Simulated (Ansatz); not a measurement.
Input:

End structure of the (22-41) surface of hcp Sc in its 1x1 cell, outermost plane spacing 0.41 Å in the ideal cut:

```
CELL_PARAMETERS angstrom
      5.75014     0.00000     0.00000
      2.87507    10.46311     0.00000
      0.00000     0.00000    26.00000
ATOMIC_POSITIONS crystal
  Sc 0.38881 0.84963 0.31586
  Sc 0.89006 0.62681 0.33060
  Sc 0.59636 0.39830 0.34439
  Sc 0.12059 0.15205 0.35844
  Sc 0.87793 0.90567 0.37380
  Sc 0.34328 0.65788 0.39490
  Sc 0.11240 0.41547 0.40880
  Sc 0.58845 0.17353 0.42218
  Sc 0.36149 0.92943 0.43451
  Sc 0.82740 0.68712 0.45143
  Sc 0.60788 0.43917 0.46773
  Sc 0.07441 0.19388 0.48232
  Sc 0.84940 0.95365 0.50000
  Sc 0.31463 0.71343 0.51768
  Sc 0.09340 0.46813 0.53227
  Sc 0.56087 0.22018 0.54857
  Sc 0.33727 0.97787 0.56549
  Sc 0.80833 0.73377 0.57782
  Sc 0.57423 0.49183 0.59120
  Sc 0.04751 0.24942 0.60510
  Sc 0.82996 0.00163 0.62620
  Sc 0.31899 0.75525 0.64156
  Sc 0.04101 0.50900 0.65561
  Sc 0.56323 0.28049 0.66940
  Sc 0.28480 0.05767 0.68414
```

Model: 25-atom slab, 9.8 Å thick at the start (thin: gaps and levels are the slab's own), 7x4x1 mesh, Fermi-Dirac 0.1 eV, dipole correction, single point; on the structure that PBE left under its start's symmetry; no spin, no spin-orbit, no U.

Problem. What is the computed work function of the top face (r2SCAN, at the PBE geometry (Ansatz, an electronic-structure program))?

Solution. 3.10 eV
